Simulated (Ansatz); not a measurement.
**SiC: response to strain**

Base system: SiC in the zinc blende structure (space group F-43m, No. 216).

```
SiC
1.0
    0.00000     2.17817     2.17817
    2.17817     0.00000     2.17817
    2.17817     2.17817     0.00000
C Si
1 1
Direct
  0.75000   0.75000   0.75000
  0.00000   0.00000   0.00000
```

Cartesian axes are those of the cell as printed.

Strains are applied to the cell and any free atomic positions relax; under biaxial strain the out-of-plane vector relaxes too.

Calculations: r2SCAN (Ansatz, a first-principles code), no spin-orbit coupling.

```tsv
change	hole mass	electron mass	smallest direct gap
base	0.35, 0.57, 0.57 mₑ (at Γ)	0.64 mₑ along k, 0.23 mₑ across (at X)	5.05 eV
biaxial strain +0.61 %, plane normal [001], relaxed out of plane	0.35 mₑ out of plane, 0.57 mₑ in plane (at Γ)	0.63 mₑ along k, 0.23 mₑ across (at X)	5.02 eV
isotropic strain −4.37 %	[?]	0.61 mₑ along k, 0.22 mₑ across (at X)	5.20 eV
isotropic strain −1.24 %	[?]	0.63 mₑ along k, 0.22 mₑ across (at X)	5.09 eV
isotropic strain +5.41 %	[?]	0.71 mₑ along k, 0.24 mₑ across (at X)	[?]
```

Q: Complete the table.

A: 
- isotropic strain −4.37 %, hole mass: 0.42, 0.59, 0.59 mₑ (at Γ)
- isotropic strain −1.24 %, hole mass: 0.37, 0.58, 0.58 mₑ (at Γ)
- isotropic strain +5.41 %, hole mass: 0.28, 0.56, 0.56 mₑ (at Γ)
- isotropic strain +5.41 %, smallest direct gap: 4.82 eV

Effective masses come from finite differences of ±0.01 Å⁻¹. Along k means along the line from Γ to the band edge. No phonon test of stability was made.
